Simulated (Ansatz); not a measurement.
Response to strain in BN

The parent structure is BN in the zinc blende structure (space group F-43m, No. 216; a = 3.581 Å). Axes: x, y, z lie along the cube axes.

Strains are applied to the cell and any free atomic positions relax.

Method: LDA in Ansatz (plane waves to 420 eV, PAW, without spin-orbit coupling).

Notes on the quantities. energy relative to the base: free energy F.

| change | smallest direct gap | energy relative to the base | band gap |
|---|---|---|---|
| base | 8.83 eV | 0 meV/atom | 4.39 eV |
| tensor shear ε_xy = +1.43 % | 8.37 eV | +7.0 meV/atom | 4.25 eV |
| tensor shear ε_xy = +1.14 % | 8.46 eV | +4.4 meV/atom | 4.29 eV |
| tensor shear ε_xy = +0.57 % | 8.65 eV | +1.1 meV/atom | 4.35 eV |
| tensor shear ε_xy = +2.00 % | 8.19 eV | +14 meV/atom | 4.16 eV |
| tensor shear ε_xy = +0.29 % | 8.74 eV | +0.3 meV/atom | 4.37 eV |
| tensor shear ε_xy = +0.86 % | 8.55 eV | +2.5 meV/atom | 4.32 eV |
| tensor shear ε_xy = +1.71 % | 8.28 eV | +10 meV/atom | 4.20 eV |

Whether these cells are dynamically stable was not tested.

Ansatz is an electronic-structure program.
